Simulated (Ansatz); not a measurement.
Consider interstitial Mg in zinc-blende InP, charge state +2. Method: PBE, PAW (plane waves to 420 eV; Ansatz, an electronic-structure program).

64-site cell at the relaxed PBE lattice, one k-point at (0.250, 0.250, 0.250), smearing 0.05 eV, spin-restricted, no finite-size correction. No zero-point or tunnelling terms. PBE gaps are too small, and in this host the defect's levels may merge with the bands. The charge state is imposed; whether it is stable for some Fermi level was not computed. Sites that were not tried may lie lower.

Barriers: single points on a 2×2×2 k-point mesh shifted by half a step at the bands' geometries.

The step: one Mg atom jumps by itself; the atom moves 2.58 Å along (0.25, 0.25, -0.25) of the unit cell; the moving atom starts with neighbours 6 In at 3.13; 3 P at 2.56, P at 2.58 Å and ends with 3 In at 2.86, In at 2.86; P at 2.89, 4 P at 2.91, P at 2.92 Å.

Estimate the migration barrier of this step that PBE, PAW returns for this input.

0.91 eV forward and 0.23 eV backward. At the saddle the moving atom has neighbours 3 In at 2.80; 2 P at 2.51, P at 2.52 Å. The program found a first-order saddle point.
